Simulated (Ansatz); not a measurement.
The starting structures come from a database of crystals and need not be the phases stable at ambient conditions.

Inside the gap of an insulator the Bloch states are evanescent, with a wavenumber k + iκ along the transport direction.

Input:

```
CELL_PARAMETERS angstrom
      5.22786     0.00000     0.00000
     -2.33038     4.67973     0.00000
      0.00000     0.00000     4.85861
ATOMIC_POSITIONS crystal
  Si 0.67242 0.02668 0.27070
  Si 0.32758 0.97332 0.77070
  Si 0.02668 0.67242 0.27070
  Si 0.97332 0.32758 0.77070
  N  0.65712 0.09564 0.61502
  N  0.34288 0.90436 0.11502
  N  0.09564 0.65712 0.61502
  N  0.90436 0.34288 0.11502
  O  0.79128 0.79128 0.22129
  O  0.20872 0.20872 0.72129
```

The cell is taken as given; by LDA it stands under a pressure of -2.3 GPa.

Transport runs along the normal of the first two printed cell vectors.

No gap correction and no spin-orbit coupling; mid-gap is the computed energy nearest the middle.

Question: Predict the band gap and the smallest decay constant κ at mid-gap from LDA in Ansatz (a first-principles code).

Answer: Gap 4.91 eV on a 6×6×6 mesh; κ = 0.385 1/Å, at the zone centre.
